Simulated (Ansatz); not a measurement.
Structures of equal composition on the (0001) surface of wurtzite CdS (Cd plane on top): 2x2 Cd adatom at H3; 2x2 Cd adatom at T4. The slabs share one bottom face, and each structure is named by its start. These are constructed structures in small cells; real faces may alloy, dewet or reconstruct in larger ones, and not all known structures of the face are among them. Slabs of about 14 Å with all that they carry, Fermi-Dirac smearing of 0.025 eV. Bottom of the slabs: H caps. Relaxed from the named starts with such symmetry as they have, on meshes of like density; energies extrapolated to zero smearing; no spin-orbit coupling, no U. Spin-polarised runs, if any, are marked in brackets, and their order is one that fits the cell; the others ran without spin.

Host crystal: wurtzite CdS, with a band gap (PBE, scalar-relativistic without spin-orbit coupling).

Computed with PBE (plane waves to 420 eV, PAW; Ansatz, a program for electronic structure).

Question: Order them by energy per 1x1 cell (lowest first) at the level PBE.

Answer: 2x2 Cd adatom at H3 (0.000 eV (3 Cd–S bonds broke), gap 0.66 eV on the mesh), 2x2 Cd adatom at T4 (0.144 eV (1 Cd–S bonds broke), a narrow gap of 0.08 eV by band count)
